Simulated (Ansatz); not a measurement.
Start from SnTe in the rock salt structure (space group Fm-3m, No. 225).

```
SnTe
1.0
    0.00000     3.20463     3.20463
    3.20463     0.00000     3.20463
    3.20463     3.20463     0.00000
Sn Te
1 1
Direct
  0.00000   0.00000   0.00000
  0.50000   0.50000   0.50000
```

Cartesian axes are those of the cell as printed.

Level of theory: PBE (Ansatz, a quantum-chemistry and plane-wave program, PAW, no spin-orbit coupling).

It is then changed as follows: every lattice vector is stretched by 3.00 %, atoms relaxed at fixed cell.

Predict the stress tensor and what it implies for the stiffness.

Stress of the strained cell less that of the base (GPa, compression positive):
```
  -2.95    0.00    0.00
   0.00   -2.95    0.00
   0.00    0.00   -2.95
```

Then B = −ΔP/(ΔV/V₀) with ΔV/V₀ = 0.0927 gives secant stiffness values (nonlinear terms included at this strain): B ≈ 32 GPa.

As a check, the harmonic strain energy −½ V₀ Δσ:ε is 27 meV/atom; the computed energy rise is 30 meV/atom.

Whether these cells are dynamically stable was not tested.
